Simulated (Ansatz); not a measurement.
**CoPdO2, pressure series**

Consider CoPdO2 (space group R-3m, No. 166; a = 2.8258 Å, c = 17.7543 Å (hexagonal axes); non-magnetic).

Cell and atoms are relaxed at each pressure.

All numbers come from Ansatz (an electronic-structure program), r2SCAN, PAW, cutoff 500 eV, scalar-relativistic without spin-orbit coupling.

| change | density | c/a ratio | shortest interatomic distance |
|---|---|---|---|
| base | 8.01 g/cm³ | 6.283 | 1.893 Å |
| pressure −2 GPa | 7.93 g/cm³ | 6.270 | 1.898 Å |
| pressure −1 GPa | 7.97 g/cm³ | 6.276 | 1.895 Å |
| pressure 1.8 GPa | 8.07 g/cm³ | 6.295 | 1.888 Å |
| pressure 4.2 GPa | [?] | [?] | [?] |
| pressure 9 GPa | 8.31 g/cm³ | 6.338 | 1.872 Å |
| pressure 18 GPa | 8.58 g/cm³ | 6.387 | 1.855 Å |
| pressure 30 GPa | 8.90 g/cm³ | 6.445 | 1.836 Å |
| pressure 45 GPa | 9.26 g/cm³ | 6.511 | 1.817 Å |
| pressure 60 GPa | 9.58 g/cm³ | 6.569 | 1.800 Å |

Problem. Some entries are withheld; estimate them.

Solution. 
- pressure 4.2 GPa, density: 8.15 g/cm³
- pressure 4.2 GPa, c/a ratio: 6.310
- pressure 4.2 GPa, shortest interatomic distance: 1.883 Å

Load acts through the strain it causes; cell and atoms are relaxed under it. Stability against distortions was not tested. No other phases were tried under pressure. Starting moments died away, wholly or in part, for the base; another magnetic solution may exist. No Hubbard U is applied and the magnetic state is the run's own (CoPdO2 not spin-polarised; CoPdO2 non-magnetic); other magnetic orders, which need larger cells, were not tried and can change the gap. All final runs are without spin polarisation. An odd electron count without spin: CoPdO2.
